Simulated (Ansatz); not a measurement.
BaAl4 (I4/mmm, No. 139) was calculated with rVV10 in Ansatz (PAW).

Run with plane-wave cutoff 520 eV, 18×18×18 k mesh, Fermi–Dirac smearing 0.05 eV, scalar-relativistic PAW data made under PBE.

Response to compression and expansion:

Shape and atoms are relaxed at each volume.

```json
[
 {"V (Å³/atom)": "22.785", "P (GPa)": "2.24", "c (Å)": "11.203", "a (Å)": "4.510"},
 {"V (Å³/atom)": "23.260", "P (GPa)": "1.06", "c (Å)": "11.263", "a (Å)": "4.544"},
 {"V (Å³/atom)": "23.735", "P (GPa)": "0.00", "c (Å)": "11.323", "a (Å)": "4.578"},
 {"V (Å³/atom)": "24.210", "P (GPa)": "-0.95", "c (Å)": "11.384", "a (Å)": "4.612"},
 {"V (Å³/atom)": "24.684", "P (GPa)": "-1.80", "c (Å)": "11.443", "a (Å)": "4.644"}
]
```

Note: the bulk modulus comes from volumes at which shape and atoms were relaxed.

Ansatz is a first-principles code.
